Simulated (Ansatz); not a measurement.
Start from GaSb in the zinc blende structure (space group F-43m, No. 216).

```
GaSb
1.0
    0.00000     3.02440     3.02440
    3.02440     0.00000     3.02440
    3.02440     3.02440     0.00000
Ga Sb
1 1
Direct
  0.00000   0.00000   0.00000
  0.25000   0.25000   0.25000
```

Cartesian axes are those of the cell as printed.

Level of theory: LDA (Ansatz, a first-principles code), no spin-orbit coupling.

One thing is altered: the cell is scaled by 0.9900 in all directions, atoms relaxed at fixed cell.

### Question
Predict the stress tensor and what it implies for the stiffness.

### Answer
Stress of the strained cell less that of the base (GPa, compression positive):
```
   1.80    0.00    0.00
   0.00    1.80    0.00
   0.00    0.00    1.80
```

Then B = −ΔP/(ΔV/V₀) with ΔV/V₀ = -0.0297 gives secant stiffness values (nonlinear terms included at this strain): B ≈ 61 GPa.

As a check, the harmonic strain energy −½ V₀ Δσ:ε is 4.7 meV/atom; the computed energy rise is 4.5 meV/atom.

Whether these cells are dynamically stable was not tested.
